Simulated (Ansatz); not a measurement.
CaC₆ (R-3m, No. 166, 7 atoms in the cell) was calculated with RPBE (PAW; Ansatz, a quantum-chemistry and plane-wave program).

Settings: plane-wave cutoff 520 eV, 16×16×16 k mesh, Fermi–Dirac smearing 0.05 eV, scalar-relativistic PAW data made under PBE.

Properties against volume:

Shape and atoms are relaxed at each volume.

| V (Å³/atom) | P (GPa) | c (Å) | a (Å) |
|---|---|---|---|
| 10.348 | 4.22 | 13.268 | 4.349 |
| 10.564 | 1.90 | 13.492 | 4.357 |
| 10.779 | 0.00 | 13.726 | 4.364 |
| 10.995 | -1.57 | 13.969 | 4.369 |
| 11.210 | -2.69 | 14.228 | 4.371 |

Note: the relaxation could not lower the start's symmetry, so the cell can be a saddle point above a distorted one; the bulk modulus comes from volumes at which shape and atoms were relaxed.
